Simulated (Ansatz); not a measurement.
The parent structure is TlBr in the CsCl type structure (space group Pm-3m, No. 221; a = 3.840 Å).

All numbers come from LDA (Ansatz, an electronic-structure program, PAW, spin-orbit coupling left out).

Base values:

| Property | Result |
|---|---|
| Pressure | -0.01 GPa |
| Electron mass | 0.12 mₑ along k, 0.19 mₑ across (at X) |

One thing is altered: the cell is scaled by 1.0300 in all directions, atoms relaxed at fixed cell.

Task: How does this affect the pressure?

Result: The pressure drops by 2.367 GPa to -2.37 GPa.

Task: What happens to the electron mass?

Result: The electron mass goes from 0.12 mₑ along k, 0.19 mₑ across (at X) to 0.14 mₑ along k, 0.20 mₑ across (at X).

With Tl present, leaving out spin-orbit coupling can change the band edges. The levels and masses belong to the bands next to the band gap. The cells carry an imposed strain or load. Masses are band curvatures over ±0.01 Å⁻¹ around the edge. Along k means along the line from Γ to the band edge. Stability against distortions was not tested.
